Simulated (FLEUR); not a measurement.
**FLEUR run on BP (F-43m, 2 atoms in the cell): self-consistent single point**

Method: PBE, all-electron FLAPW (FLEUR), scalar-relativistic valence in FLEUR.

Input:

Input of the input generator:

```
scf BP
&input film=f /
0.0000000000 0.7071067812 0.7071067812
0.7071067812 0.0000000000 0.7071067812
0.7071067812 0.7071067812 0.0000000000
6.0560184023
1.0 1.0 1.0

2
5 0.0000000000 0.0000000000 0.0000000000
15 0.2500000000 0.2500000000 0.2500000000

&comp jspins=1 /
&kpt div1=10 div2=10 div3=10 gamma=t /
&end /
```

```xml
<?xml version="1.0" encoding="UTF-8" standalone="no"?>
<fleurInput fleurInputVersion="0.39">
   <comment>
      scf BP                                                                                              
   </comment>
   <calculationSetup>
      <cutoffs Kmax="4.4" Gmax="17.6" GmaxXC="17.6" numbands="0"/>
      <scfLoop itmax="80" minDistance="0.00001" maxIterBroyd="15" imix="Anderson" alpha="0.05" precondParam="0.0" spinf="2.0"/>
      <coreElectrons ctail="T" frcor="F" kcrel="0" coretail_lmax="0"/>
      <xcFunctional name="pbe" relativisticCorrections="F"/>
      <magnetism jspins="1"/>
      <soc l_soc="F" theta="0.0" phi="0.0" spav="F"/>
      <expertModes spex="0" secvar="F"/>
      <geometryOptimization l_f="T" forcealpha="1.0" forcemix="BFGS" epsdisp="0.00001" epsforce="0.00001"/>
      <ldaU l_linMix="F" mixParam="0.05" spinf="1.0"/>
   </calculationSetup>
   <cell>
      <bzIntegration valenceElectrons="8.0" mode="hist" fermiSmearingEnergy="0.0001">
         <kPointListSelection listName="default-1"/>
         <!-- k-points included here -->
         <xi:include xmlns:xi="http://www.w3.org/2001/XInclude" href="kpts.xml"> </xi:include>
      </bzIntegration>
      <!-- symmetry operations included here -->
      <xi:include xmlns:xi="http://www.w3.org/2001/XInclude" href="sym.xml"> </xi:include>
      <bulkLattice scale="1.0">
         <bravaisMatrix>
            <row-1>    0.0000000000000000     4.2822516793383203     4.2822516793383203</row-1>
            <row-2>    4.2822516793383203     0.0000000000000000     4.2822516793383203</row-2>
            <row-3>    4.2822516793383203     4.2822516793383203     0.0000000000000000</row-3>
         </bravaisMatrix>
      </bulkLattice>
   </cell>
   <atomSpecies>
      <species name="Boron (B)" element="B" atomicNumber="5">
         <mtSphere radius="1.57" gridPoints="555" logIncrement="0.018"/>
         <atomicCutoffs lmax="6" lnonsphr="4"/>
         <electronConfig flipSpins="F">
            <coreConfig>(1s1/2)</coreConfig>
            <valenceConfig>(2s1/2) (2p1/2) (2p3/2)</valenceConfig>
            <stateOccupation state="(2p1/2)" spinUp="0.1666666666667" spinDown="0.1666666666667"/>
            <stateOccupation state="(2p3/2)" spinUp="0.3333333333333" spinDown="0.3333333333333"/>
         </electronConfig>
         <energyParameters s="2" p="2" d="3" f="4"/>
      </species>
      <species name="Phosphorous (P)" element="P" atomicNumber="15">
         <mtSphere radius="1.82" gridPoints="641" logIncrement="0.018"/>
         <atomicCutoffs lmax="8" lnonsphr="6"/>
         <electronConfig flipSpins="F">
            <coreConfig>(1s1/2) (2s1/2) (2p1/2) (2p3/2)</coreConfig>
            <valenceConfig>(3s1/2) (3p1/2) (3p3/2)</valenceConfig>
            <stateOccupation state="(3p1/2)" spinUp="0.5" spinDown="0.5"/>
            <stateOccupation state="(3p3/2)" spinUp="1.0" spinDown="1.0"/>
         </electronConfig>
         <energyParameters s="3" p="3" d="3" f="4"/>
      </species>
   </atomSpecies>
   <atomGroups>
      <atomGroup species="Boron (B)">
         <relPos label="                   1">.0000000000 .0000000000 .0000000000</relPos>
         <force calculate="T" relaxXYZ="TTT"/>
      </atomGroup>
      <atomGroup species="Phosphorous (P)">
         <relPos label="                   2">1.000/4.000 1.000/4.000 1.000/4.000</relPos>
         <force calculate="T" relaxXYZ="TTT"/>
      </atomGroup>
   </atomGroups>
   <output dos="F" band="F" slice="F">
      <checks vchk="F" cdinf="F"/>
      <bandDOS minEnergy="-.5*Htr" maxEnergy="0.5*Htr" sigma="0.015" storeEVData="T"/>
      <vacuumDOS vacdos="F" integ="F" star="F" nstars="0" locx1="0.0" locy1="0.0" locx2="0.0" locy2="0.0" nstm="0" tworkf="0.0"/>
      <unfoldingBand unfoldBand="F" supercellX="1" supercellY="1" supercellZ="1"/>
      <plotting iplot="0" polar="F">
         <plot TwoD="T" vec1="  1.0  0.0  0.0" vec2="  0.0  1.0  0.0" vec3="  0.0  0.0  1.0" zero="  0.0  0.0  0.0" file="plot"/>
      </plotting>
      <chargeDensitySlicing numkpt="0" minEigenval="0.0" maxEigenval="0.0" nnne="0" pallst="F"/>
      <specialOutput eonly="F"/>
      <magneticCircularDichroism mcd="F" energyLo="-10.0" energyUp="0.0"/>
   </output>
  <!-- We include the file relax.xml here to enable relaxations (see documentation) -->
  <xi:include xmlns:xi="http://www.w3.org/2001/XInclude" href="relax.xml"> <xi:fallback/> </xi:include>
</fleurInput>
```

The program printed (abridged):

```
      Welcome to FLEUR        (www.flapw.de)
      MaX-Release 8.1          (www.max-centre.eu)

 ========== k-point set info ==========
 Selected k-point list: default-1
 k-point list type: mesh
 10 x 10 x 10
 Number of k points: 47

 ------------Calculation Setup---------------------------
 Number of basis functions:          235
 Iteration:     1   Distance:      15.36550898 me/bohr^3
 Iteration:     2   Distance:      14.19632411 me/bohr^3
 Iteration:     3   Distance:       5.73444200 me/bohr^3
 Iteration:     4   Distance:       2.26231311 me/bohr^3
 Iteration:     5   Distance:       0.96257815 me/bohr^3
 Iteration:     6   Distance:       0.17274992 me/bohr^3
   [... 2 lines left out ...]
 Iteration:     9   Distance:       0.01291729 me/bohr^3
 Iteration:    10   Distance:       0.00222442 me/bohr^3
 Iteration:    11   Distance:       0.00047144 me/bohr^3
 Iteration:    12   Distance:       0.00012842 me/bohr^3
 Iteration:    13   Distance:       0.00000706 me/bohr^3

 Run finished successfully
 Stop message:
   Structural relaxation: Done

[file out, last iteration]
             iter=     14
          p o t e n t i a l   g e n e r a t o r
[...]
          integral of pseudo charge density inside the slab=        0.000000   0.000000
     coulomb potential in the interstitial region:
          density-coulomb potential integrals
          total density-coulomb potenti     -532.1783076687
          density-effective potential integrals for spin  1
          total density-effective poten   -5.6745892627E+02
          charge density-energy density integrals
          total charge density-energy d   -2.7329610524E+01
 Updated energy parameters for spin:           1
  Atom    1 2s branch from -6.02 to  2.34 htr. ; e_l = -0.0993
  Atom    1 2p branch from -9.99 to  1.95 htr. ; e_l =  0.0648
  Atom    1 3d branch from -9.99 to  5.29 htr. ; e_l =  0.2702
  Atom    1 4f branch from -9.99 to  8.73 htr. ; e_l =  0.4304
  Atom    2 3s branch from -5.86 to  1.63 htr. ; e_l = -0.2384
  Atom    2 3p branch from -4.03 to  2.17 htr. ; e_l = -0.0470
  Atom    2 3d branch from -9.99 to  2.53 htr. ; e_l =  0.1462
  Atom    2 4f branch from -9.99 to  5.57 htr. ; e_l =  0.3108
[...]
 fermi energy and band-weighting factors:
at   0.00000   0.00000   0.00000   k-weight:    0.001000
    7 eigenvalues :
   -0.240306    0.329094    0.329094    0.329094    0.454601    0.454601    0.454601
   [... 2 blocks of this kind left out ...]

[...]
FERMIE:
          first approx. to ef    (T=0)  :   0.329094 htr   (energy of the highest occ. eigenvalue)
          number of occ. states  (T=0)  :        188
          first approx. to seigv (T=0)  :   0.719526 htr
          sum of weights of occ. states :   4.000000
          sum of semicore charge        :   0.000000 e
FERHIS:  Fermi-Energy by histogram:
          bandgap                     :   0.045661 htr
          charge neutrality (T=0)     :   0.000000    (zero if the highest occ. eigenvalue is "entirely" occupied)
          no eigenvalues within 8 tkb of ef reverts to the t=0 k method.
          number of occ. states       :       188
          sum of the valence weights  :    4.000000
          entropy         :   0.000000 *kb htr/K =   0.00000 htr/K
          sum of val. single particle energies:         0.7195260825 htr
 Direct bandgap for spin            1 :   0.12550702020966537       Htr
 at k-point            1  with k-vector    0.0000000000000000        0.0000000000000000        0.0000000000000000
          valence density: spin= 1
[...]
     l-like charge
     atom     s        p        d        f        total
 -->  1    0.50531  0.97681  0.02556  0.00223    1.51040
 -->  2    0.87364  1.34074  0.08689  0.00513    2.30747
          total charge for spin  1=    8.000000
          interst. charge =       4.182135
          mt charge=              1.510398    2.307467
          total charge  =    8.000000
          z=  5.     r(1)=  0.733019E-04     dx= 0.018000     m.t.index= 555
               n    l     j    energy       weight
               1.   0.   0.5   -6.0281      2.0000
          atom type    1  (spin 1)
          kinetic energy=  0.216903295025E+02     sum of the eigenvalues= -0.120562630617E+02
          0.00033809  electrons lost from core.
          z= 15.     r(1)=  0.180717E-04     dx= 0.018000     m.t.index= 641
               n    l     j    energy       weight
               1.   0.   0.5  -76.0440      2.0000
               2.   0.   0.5   -5.8591      2.0000
               2.   1.   0.5   -4.0617      2.0000
               2.   1.   1.5   -4.0280      4.0000
          atom type    2  (spin 1)
          kinetic energy=  0.334466202699E+03     sum of the eigenvalues= -0.188041649714E+03
          0.00287511  electrons lost from core.
          total charge for spin  1=   20.000000
          interst. charge =       4.185324
          mt charge=              3.510082   12.304594
          total charge  =   20.000000
          zc=    20.000000     qfix=    1.000000
     t o t a l  e n e r g y
          sum of eigenvalues =              -199.3783866933
          density-coulomb potential int     -532.1783076687
          density-effective potential i     -567.4589262694
          charge density-ex.-corr.energ      -27.3296105237
          el.-nucl. inter. diff. m.t.         27.2013950817
          Madelung term for atom type:        -2.6449493093
          el.-nucl. inter. diff. m.t.        400.4859643017
          Madelung term for atom type:       -11.3093119808
 ---->    total energy=                     -366.9798454553 htr
 ---->    (input%tkb*entropy) TS=              0.0000000000 htr
 ---->    free energy=                      -366.9798454553 htr
      extrapolation for T->0
 ---->    total electron energy=            -366.9798454553 htr
 ***** TOTAL FORCES ON ATOMS *****
 TOTAL FORCE FOR ATOM TYPE=  1  X=  0.000   Y=  0.000   Z=  0.000
                       FX_TOT= 0.000000 FY_TOT= 0.000000 FZ_TOT= 0.000000
 TOTAL FORCE FOR ATOM TYPE=  2  X=  2.141   Y=  2.141   Z=  2.141
                       FX_TOT= 0.000000 FY_TOT= 0.000000 FZ_TOT= 0.000000
 Structural relaxation: Done
```

The run converged in 13 iterations. FLEUR gives forces in its relaxation mode, with a further iteration, so its stop message speaks of a relaxation.

The starting cell comes from a database of computed structures (which also holds hypothetical and non-ambient phases and stackings), without a prior relaxation at this level. Values depend on the basis (sphere radii, cutoffs, local orbitals), which need not be converged.
